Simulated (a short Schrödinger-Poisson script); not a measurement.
System: gated Al0.3Ga0.7N/GaN polarisation-induced gas, at 300 K.

```
layer     material  thickness (nm)  Na (cm⁻³)
-----  -----------  --------------  ---------
1      Al0.3Ga0.7N              15          -
2              GaN            6000       1e15
```

The device is made up for the run: typed textbook-type constants, with dimensions and the other settings drawn at random. Al0.3Ga0.7N: permittivity 9.32, conduction-band edge (eV) 0.414, gap (eV) 4.021, electron mass (mₑ) 0.236, Nv at 300 K (cm⁻³) 4.6e19. GaN: permittivity 9.5, conduction-band edge (eV) 0, gap (eV) 3.43, Nv at 300 K (cm⁻³) 4.6e19.

Channel valleys (confinement mass, in-plane density-of-states mass, number): Γ 0.2, 0.2, 1. At the gate the conduction-band edge of layer 1 lies 1.23 eV − eVg above the Fermi level of the channel; the field vanishes at the back. Sheet of polarisation charge: +1.5e13 e/cm² at 15 nm from the gate. The barrier under the gate holds no holes. Gaps are held at their typed values at every temperature. Mesh 0.08 nm at interfaces.

From a short Schrödinger-Poisson script (our own, NumPy): 1D Poisson equation in equilibrium, electrons quantum, Hartree (BenDaniel-Duke, 40 states a valley, the channel's in-plane mass for all, wave functions free to enter the barrier), parabolic valleys, classical holes, full ionisation, no traps, pinning or gate leakage.

The same stack at other levels of the model or other numerical settings:

```json
[
 {"run": "base", "sheet density of all electrons at Vg = 0.5 V (cm⁻²)": "1.24e13", "sheet density of all electrons at Vg = -2 V (cm⁻²)": "4.44e12", "capacitance at Vg = 0.5 V (μF/cm²)": "0.525", "centroid of the channel electrons at Vg = 0.5 V (nm)": "2.00", "rough cost against the base": "about 1"},
 {"run": "electrons treated as classical, Boltzmann", "sheet density of all electrons at Vg = 0.5 V (cm⁻²)": "1.32e13", "sheet density of all electrons at Vg = -2 V (cm⁻²)": "4.81e12", "capacitance at Vg = 0.5 V (μF/cm²)": "0.541", "centroid of the channel electrons at Vg = 0.5 V (nm)": "0.79", "rough cost against the base": "0.02"},
 {"run": "electrons treated as classical, Fermi-Dirac", "sheet density of all electrons at Vg = 0.5 V (cm⁻²)": "1.24e13", "sheet density of all electrons at Vg = -2 V (cm⁻²)": "4.56e12", "capacitance at Vg = 0.5 V (μF/cm²)": "0.511", "centroid of the channel electrons at Vg = 0.5 V (nm)": "[?]", "rough cost against the base": "0.1"},
 {"run": "electrons treated as quantum, Hartree plus LDA exchange-correlation", "sheet density of all electrons at Vg = 0.5 V (cm⁻²)": "1.26e13", "sheet density of all electrons at Vg = -2 V (cm⁻²)": "4.54e12", "capacitance at Vg = 0.5 V (μF/cm²)": "0.526", "centroid of the channel electrons at Vg = 0.5 V (nm)": "[?]", "rough cost against the base": "2"},
 {"run": "mesh six times as coarse", "sheet density of all electrons at Vg = 0.5 V (cm⁻²)": "1.24e13", "sheet density of all electrons at Vg = -2 V (cm⁻²)": "4.43e12", "capacitance at Vg = 0.5 V (μF/cm²)": "0.525", "centroid of the channel electrons at Vg = 0.5 V (nm)": "[?]", "rough cost against the base": "0.3"},
 {"run": "one subband a valley", "sheet density of all electrons at Vg = 0.5 V (cm⁻²)": "1.24e13", "sheet density of all electrons at Vg = -2 V (cm⁻²)": "4.41e12", "capacitance at Vg = 0.5 V (μF/cm²)": "0.521", "centroid of the channel electrons at Vg = 0.5 V (nm)": "1.43", "rough cost against the base": "0.5"}
]
```

**Question.** Fill in the missing entries.

**Answer.** 
- mesh six times as coarse, centroid of the channel electrons at Vg = 0.5 V (nm): 1.93
- electrons treated as quantum, Hartree plus LDA exchange-correlation, centroid of the channel electrons at Vg = 0.5 V (nm): 1.82
- electrons treated as classical, Fermi-Dirac, centroid of the channel electrons at Vg = 0.5 V (nm): 1.76

The classical rows ignore confinement, and Boltzmann statistics overrate the density once the band edge passes the Fermi level.
